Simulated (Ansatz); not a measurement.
**LaOF (P4/nmm, No. 129, 6 atoms in the cell; start mp-7100)**

All values below come from r²SCAN (plane waves, PAW; Ansatz, an electronic-structure program).

Numerical settings: plane-wave cutoff 560 eV, 8×8×6 k mesh (along the axes of the cell as run), Fermi–Dirac smearing 0.01 eV, scalar-relativistic PAW data made under PBE.

Cell (relaxed at this level):

```yaml
crystal:
  lattice:
    - [4.07651, 0.00000, 0.00000]
    - [0.00000, 4.07651, 0.00000]
    - [0.00000, 0.00000, 5.82485]
  atoms:
    - { symbol: La, position: [0.50000, 0.00000, 0.71560] }
    - { symbol: La, position: [0.00000, 0.50000, 0.28440] }
    - { symbol: O, position: [0.00000, 0.00000, 0.50000] }
    - { symbol: O, position: [0.50000, 0.50000, 0.50000] }
    - { symbol: F, position: [0.50000, 0.50000, 0.00000] }
    - { symbol: F, position: [0.00000, 0.00000, 0.00000] }
```

```yaml
band_gap: 5.06 eV (on the SCF k mesh)
"Γ–Γ gap": 5.76 eV
bulk_modulus: 115 GPa
```

Note: the relaxation could not lower the start's symmetry, so the cell can be a saddle point above a distorted one; the bulk modulus is −V dP/dV from two relaxed cells at ±2 % in volume.

Spin–orbit coupling is not included.

A start named mp-… is a Materials Project structure, which need not be a measured phase.
